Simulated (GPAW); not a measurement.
Band structure of Ca3Tl (Fm-3m, 4 atoms in the cell).

```
CELL_PARAMETERS angstrom
      0.00000     4.02583     4.02583
      4.02583     0.00000     4.02583
      4.02583     4.02583     0.00000
ATOMIC_POSITIONS crystal
  Ca 0.50000 0.50000 0.50000
  Ca 0.25000 0.25000 0.25000
  Ca 0.75000 0.75000 0.75000
  Tl 0.00000 0.00000 0.00000
```

Method: PBEsol, GPAW PAW datasets PBEsol (made by gpaw-setup) (plane waves; GPAW).

Settings: mode = pw; ecut = 600 eV; xc = PBEsol; kpts = 7 7 7; mesh shift (steps) = 0 0 0; occupations.name = methfessel-paxton; occupations.width = 0.136 eV; occupations.order = 0; nbands = -12; convergence.density = 1e-05 e/electron; symmetry.symmorphic = false; symmetry.tolerance = 0.0005; maxiter = 120; bandpath_npoints = 40.

The starting cell comes from a database of computed structures (which also holds hypothetical and non-ambient phases and stackings), without a prior relaxation at this level. Spin-orbit coupling is off.

Levels in eV from the Fermi level, bands 18 to 25:
```tsv
point	18	19	20	21	22	23	24	25
Γ	-6.97	-0.62	-0.62	-0.62	-0.49	0.28	0.28	0.89
X	-6.13	-2.74	-1.16	-0.75	-0.75	-0.52	1.36	1.39
W	-6.11	-2.15	-2.15	-1.77	0.11	0.79	0.79	1.33
K	-6.13	-2.44	-2.19	-0.78	-0.63	0.69	0.99	1.45
L	-6.27	-3.17	-0.83	-0.83	0.51	0.67	0.86	0.86
U	-6.13	-2.44	-2.19	-0.78	-0.63	0.69	0.99	1.45
```

Bands cross the Fermi level along this path, so the cell is metallic at this level.
